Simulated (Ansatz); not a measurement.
A computed series for MgB2: pressure series

Consider MgB₂ (space group P6/mmm, No. 191; a = 3.063 Å, c = 3.500 Å).

Cell and atoms are relaxed at each pressure.

Computed with Ansatz (a first-principles code), PBEsol, PAW, cutoff 420 eV, no SOC.

Two rows of this table had their results exchanged by mistake.

| pressure | volume per atom (Å³) | shortest distance (Å) | band gap |
|---|---|---|---|
| pressure −2 GPa | 9.61 | 1.775 | zero |
| pressure −1 GPa | 8.97 | 1.743 | zero |
| pressure 0.9 GPa | 9.42 | 1.766 | zero |
| pressure 2.1 GPa | 9.35 | 1.762 | zero |
| pressure 4.5 GPa | 9.21 | 1.755 | zero |
| pressure 9 GPa | 9.55 | 1.772 | zero |
| pressure 15 GPa | 8.69 | 1.729 | zero |
| pressure 22.5 GPa | 8.38 | 1.714 | zero |
| pressure 30 GPa | 8.12 | 1.700 | zero |

Which two?

The rows for pressure −1 GPa and pressure 9 GPa: the volume has to fall steadily with pressure, so 9.55 Å³ belongs to pressure −1 GPa and 8.97 Å³ to pressure 9 GPa.

Load acts through the strain it causes; cell and atoms are relaxed under it. Stability against distortions was not tested. Competing high-pressure phases were not computed. All final runs are without spin polarisation.
